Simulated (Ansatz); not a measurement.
Si: energy against strain

Si (diamond, Fd-3m, 19.706 Å³/atom at rest, cube axes along x, y and z) under a strain ε along a cube axis (axis z), the other axes held. LDA in Ansatz, a plane-wave DFT program (PAW, default set), 420 eV, 11×11×11 Γ-centred mesh, Fermi-Dirac smearing 0.05 eV; ions are relaxed within the symmetry of each cell.

Here s stands for strain and y for E less E0.

| strain (%) | E less E0 (meV/atom) |
|---|---|
| -1.50 | 2.24 |
| -1.00 | 0.99 |
| -0.50 | 0.25 |
| 0.00 | 0.00 |
| 0.50 | 0.25 |
| 1.00 | 0.99 |
| 1.50 | 2.21 |
| 3.00 | ? |

Question: Using a parabola, estimate the missing y at s = 3.00 from the other rows, showing the fit.

Answer: Least squares gives y = 0.002 - 0.0064·s + 0.9881·s². Residuals (row less fit): 0.005, -0.006, -0.002, -0.002, 0.004, 0.006, -0.006; standard error 0.006 (degrees of freedom: 4). Twice the quadratic coefficient over the volume, 2 × 0.9881 meV × 10⁴ × 0.1602 / 19.706 Å³, is the elastic constant C11 = 161 ± 0.5 GPa. At the withheld row, y = 0.002 - 0.0064 × 3.0 + 0.9881 × 3.0² = 8.876 meV/atom. The calculation gives 8.76 meV/atom, 0.116 meV/atom below the prediction (1.3 % of the range of y in the table). The row lies outside the fitted rows, so this is an extrapolation. From the scatter of the fitted rows alone, a prediction at this place has a standard error of 0.025 meV/atom, so the miss is 4.6 times that.

One order more, fitted to all 13 runs of the series, follows each within 0.01, so the miss is the next term of a smooth law. Rows are the converged runs of the series near zero and its far end; series whose fitted rows scatter by over a few per cent of the range, as at a crossing or softening among them, aren't shown in this form. Most that stay on the fit to the last digits aren't either.
